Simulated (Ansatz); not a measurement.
Seebeck coefficient (μV/K, mean over directions) of n-type MoS₂ (P6_3/mmc) against carrier density, PBEsol+D3BJ, rigid bands (Ansatz, a program for electronic structure). Computed gap 0.52 eV; densities at which minority carriers matter at this gap, or further valleys turn the trend, are left out. Conductivity mass 0.52 mₑ (harmonic mean over directions), N_c = 5.7e19 cm⁻³ at 300 K.

```json
[
 {"electron density": "3e18 cm⁻³", "300 K": "-466", "500 K": "-534"},
 {"electron density": "1e19 cm⁻³", "300 K": "-364", "500 K": "-431"},
 {"electron density": "3e19 cm⁻³", "300 K": "-272", "500 K": "?"},
 {"electron density": "1e20 cm⁻³", "300 K": "-177", "500 K": "?"},
 {"electron density": "3e20 cm⁻³", "300 K": "-105", "500 K": "-155"},
 {"electron density": "1e21 cm⁻³", "300 K": "-52", "500 K": "-84"}
]
```

### Question
What belongs in the gaps?

### Answer

- 3e19 cm⁻³, 500 K: -337
- 1e20 cm⁻³, 500 K: -238

Rigid bands with a gap fixed in temperature, one relaxation time for all states, no polarons or phonon drag, and whether or not such doping can be reached. Spin-orbit coupling is left out. Geometry: cell and atoms relaxed with PBEsol+D3(BJ).
